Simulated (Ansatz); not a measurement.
Start from PbF2 in the fluorite structure (space group Fm-3m, No. 225; a = 6.001 Å).

Calculations: PBE (Ansatz, a program for electronic structure), no spin-orbit coupling.

For the base:

- Pressure = 0.00 GPa
- Electron mass = 2.5 mₑ along k, 0.51 mₑ across (at X)

Perturbation: the cell is scaled by 0.9891 in all directions, atoms relaxed at fixed cell.

### Question
Predict the new pressure.

### Answer
The pressure goes from zero to 2.37 GPa.

### Question
How does this affect the energy relative to the base?

### Answer
The energy rises by 4.2 meV/atom.

### Question
Estimate the effect on the electron mass.

### Answer
The electron mass changes from 2.5 mₑ along k, 0.51 mₑ across (at X) to 2.8 mₑ along k, 0.50 mₑ across (at X).

Spin-orbit coupling, missing from the scalar runs, can matter with Pb. The levels and masses belong to the bands next to the band gap. The cells carry an imposed strain or load. Masses are band curvatures over ±0.01 Å⁻¹ around the edge. Along k means along the line from Γ to the band edge. Whether these cells are dynamically stable was not tested.
